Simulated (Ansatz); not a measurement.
# Ga2O3: pressure series

The parent structure is Ga2O3 in the corundum structure (space group R-3c, No. 167; a = 5.058 Å, c = 13.624 Å (hexagonal axes)).

Cell and atoms are relaxed at each pressure.

Method: PBE (Ansatz, a first-principles code, PAW, scalar-relativistic without spin-orbit coupling), earlier PAW set.

Candidates:
(a) pressure −2 GPa
(b) pressure 3 GPa
(c) pressure 75 GPa

For the base:

```
Property    Value
--------  -------
Band gap  2.41 eV
```

Problem. Order them by band gap, highest first.

Solution. (c) pressure 75 GPa (4.82 eV), (b) pressure 3 GPa (2.56 eV), (a) pressure −2 GPa (2.30 eV)

Load acts through the strain it causes; cell and atoms are relaxed under it. Stability against distortions was not tested. Competing high-pressure phases were not computed.
